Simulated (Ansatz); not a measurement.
# What pressure 50 GPa does to HfO2

Start from HfO₂ in the fluorite structure (space group Fm-3m, No. 225; a = 5.058 Å).

Perturbation: a hydrostatic pressure of 50 GPa.

Calculations: plane-wave PAW DFT at the r2SCAN level (Ansatz, a program for electronic structure, 500 eV), no SOC. Settings: 11×11×11 k-points, 0.05 eV Fermi–Dirac smearing.

The density rises by 1.604 g/cm³ (10.80 g/cm³ → 12.41 g/cm³) and the band gap grows by 0.355 eV to 4.66 eV. The gap character remains direct at X and the electron mass goes from 1.1 mₑ along k, 0.76 mₑ across (at X) to 1.00 mₑ along k, 0.70 mₑ across (at X). The hole mass becomes 0.28 mₑ along k, 2.6 mₑ across (at X) (base: 0.28 mₑ along k, 2.9 mₑ across (at X)).

Final structure:

```xyz
3
Lattice="0.0000 2.4151 2.4151 2.4151 0.0000 2.4151 2.4151 2.4151 0.0000" Properties=species:S:1:pos:R:3 pbc="T T T"
Hf     0.0000     0.0000     0.0000
O      1.2076     1.2076     1.2076
O      3.6227     3.6227     3.6227
```

Spin-orbit coupling, missing from the scalar runs, can matter with Hf. Load acts through the strain it causes; cell and atoms are relaxed under it. Effective masses come from finite differences of ±0.01 Å⁻¹. Along k means along the line from Γ to the band edge. Whether these cells are dynamically stable was not tested. No other phases were tried under pressure. This is not the structure that HfO2 has at room temperature and ambient pressure.
